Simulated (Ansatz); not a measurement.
Data:

```yaml
crystal:
  lattice:
    - [0.00000, 2.66751, 2.66751]
    - [2.66751, 0.00000, 2.66751]
    - [2.66751, 2.66751, 0.00000]
  atoms:
    - { symbol: Ga, position: [0.00000, 0.00000, 0.00000] }
    - { symbol: P, position: [0.25000, 0.25000, 0.25000] }
```

No spin polarisation.

Computed with PBE (Ansatz, a quantum-chemistry and plane-wave program), spin-orbit coupling left out. Settings: 10×10×10 k-points, 0.05 eV Fermi–Dirac smearing.

Task: What is the computed electron mass?

Result: 1.2 mₑ along k, 0.22 mₑ across (off the special points).

Task: Predict the hole mass (degenerate bands, along [100]).

Result: 0.13, 0.35, 0.35 mₑ (at Γ).

Task: Estimate the gap character.

Result: Indirect, Γ → Γ–X (87 % along).

Task: Estimate the smallest direct gap.

Result: 2.37 eV.

Load acts through the strain it causes; cell and atoms are relaxed under it. Effective masses come from finite differences of ±0.01 Å⁻¹. Along k means along the line from Γ to the band edge. No phonon test of stability was made. Tetrahedral semiconductors of this kind turn to denser phases somewhere between about 1 and 50 GPa; those were not computed, so compressed cells here can lie past the real transition. The cell was made from GaP in the zinc blende structure (space group F-43m, No. 216) by this change: pressure 9 GPa.
